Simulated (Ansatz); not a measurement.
Adsorption energy and surface dipole of H on the 1x1 (111) surface of fcc Al, one in a 1x1 cell, started at the site 'hollow Al-Al-Al over Al at depth 2.3 Å', worked from the runs' numbers; total energies count from the potentials' own zero.

Calculation: PBE (plane waves to 420 eV, PAW; Ansatz, an electronic-structure program).

Slab: 5 atoms, 7.0 Å thick at the start under the adsorbate (thin: gaps and levels are the slab's own); k 12x12x1, smearing 0.1 eV, dipole-corrected; 2 atoms held, the rest relaxed; held to the start's symmetry, so lower structures may exist; no spin, no spin-orbit, no U, no dispersion correction. At the end it is bonded to 3 Al. In PBE this state lies 0.03 eV over the lowest of the starts that converged ('bridge Al-Al (span 2.9 Å)').

| quantity | value |
|---|---|
| slab with the adsorbate | -2164.767 eV |
| clean slab, same cell and mesh | -2149.255 eV |
| reference, ½ H2(g) | -15.872 eV |
| area of the cell | 7.07 Å² |
| change of the step from the bottom to the top vacuum level | 0.042 eV |

Question: What is the adsorption energy against this reference?

Answer: E(slab + adsorbate) − E(slab) − E(reference) = 0.36 eV, so in this state the adsorbate is less stable than in the reference, at a coverage of 14.14 a nm².
